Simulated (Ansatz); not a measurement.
Start from Sn in the diamond structure (space group Fd-3m, No. 227; a = 6.541 Å; relaxed with 0.1 eV smearing). Axes: x, y, z lie along the cube axes.

All numbers come from PBEsol in Ansatz (plane waves to 420 eV, PAW, spin-orbit coupling left out).

Modification: the cell is scaled by 1.0100 in all directions, atoms relaxed at fixed cell.

### Question
Predict the stress tensor and what it implies for the stiffness.

### Answer
Stress of the strained cell less that of the base (GPa, compression positive):
```
   -1.2     0.0     0.0
    0.0    -1.2     0.0
    0.0     0.0    -1.2
```

Then B = −ΔP/(ΔV/V₀) with ΔV/V₀ = 0.0303 gives secant stiffness values (nonlinear terms included at this strain): B ≈ 38 GPa.

Whether these cells are dynamically stable was not tested.

Ansatz is a quantum-chemistry and plane-wave program.
